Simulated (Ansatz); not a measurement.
## Effective masses and thermopower of monolayer SnSe2

Input:

```yaml
crystal:
  lattice:
    - [4.06155, 0.00000, 0.00000]
    - [-2.03077, 3.51740, 0.00000]
    - [0.00000, 0.00000, 19.09975]
  atoms:
    - { symbol: Sn, position: [0.00000, 0.00000, 0.50000] }
    - { symbol: Se, position: [0.33333, 0.66667, 0.58015] }
    - { symbol: Se, position: [0.66667, 0.33333, 0.41985] }
```

The numbers are results of PBE, rigid bands (plane waves, PAW, scalar-relativistic; Ansatz, an electronic-structure program), not measurements. Condition of this run: biaxial strain +5 %. How the cell was made: cell and atoms relaxed with PBE, then loaded as said.

```
Quantity                                              Value
----------------------------------------------  -----------
band gap                                            0.93 eV
electron conductivity mass (300 K, dilute)          0.39 mₑ
effective density of states N_c (300 K)         1.4e13 cm⁻²
Seebeck coefficient, n-type 1.9e12 cm⁻², 300 K    -344 μV/K
```

Rigid bands; masses and Seebeck coefficients take one relaxation time τ for all states and one kind of carrier; polarons and phonon drag are left out. Spin-orbit coupling is left out.

Model free-standing layer, not matched to a measured one here: monolayer SnSe2.
